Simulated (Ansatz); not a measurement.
The starting structures come from a database of crystals and need not be the phases stable at ambient conditions.

 Where the default PAW files enter, the runs use the earlier of Ansatz's two default sets.

Crystal: Sr2H6Os (Fm-3m, not sure to be the ambient phase, 9 atoms a cell, 12.3 Å³ an atom); planes in its conventional cell.

The numbers are results of r2SCAN (plane waves, PAW; Ansatz, a program for electronic structure), not measurements.

No gap correction and no spin-orbit coupling; mid-gap values are interpolated between computed energies.

```csv
plane,area of the cell (Å²),mid-gap κ (1/Å),largest κ in the gap (1/Å)
(001),29.1,0.43,0.46
(111),25.2,?,?
(110),41.1,?,?
```

Task: The slowest decay depends on the direction. Supply the withheld values.

Result: 
- (111), mid-gap κ (1/Å): 0.41
- (111), largest κ in the gap (1/Å): 0.49
- (110), mid-gap κ (1/Å): 0.39
- (110), largest κ in the gap (1/Å): 0.45
